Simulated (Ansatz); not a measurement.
Base system: BN in the zinc blende structure (space group F-43m, No. 216; a = 3.625 Å). Axes: x, y, z lie along the cube axes.

One thing is altered: biaxial strain −0.14 %, plane normal [110], relaxed out of plane (Cartesian); in-plane vectors clamped, the third vector and the atoms free.

Levels (all Ansatz, a first-principles code, PAW): PBE (420 eV, no spin-orbit coupling); PBE+SOC (420 eV, with spin-orbit coupling).

The geometry is relaxed with PBE.

| Item | Result |
|---|---|
| PBE lowest conduction level above the VBM at special points | X 4.45 eV; T 4.46 eV; F₂ 6.87 eV; Σ₀ 6.87 eV |
| PBE valence-band top at Γ | 0.00, 0.00, -0.01 eV |
| PBE gap character | indirect, Γ → X |

Question: How does going to PBE+SOC change the lowest conduction level above the VBM at special points, valence-band top at Γ and gap character?

Answer: The lowest conduction level above the VBM at special points becomes X 4.44 eV; T 4.46 eV; F₂ 6.86 eV; Σ₀ 6.86 eV (PBE: X 4.45 eV; T 4.46 eV; F₂ 6.87 eV; Σ₀ 6.87 eV); the valence-band top at Γ (three highest Kramers pairs, from the VBM) changes from 0.00, 0.00, -0.01 eV to 0.00, -0.01, -0.03 eV; the gap character is still indirect, Γ → X.

Single points use the geometry relaxed with PBE. Differences between runs with and without spin-orbit coupling are approximate. No phonon test of stability was made. k-point labels follow each cell's own Brillouin zone.
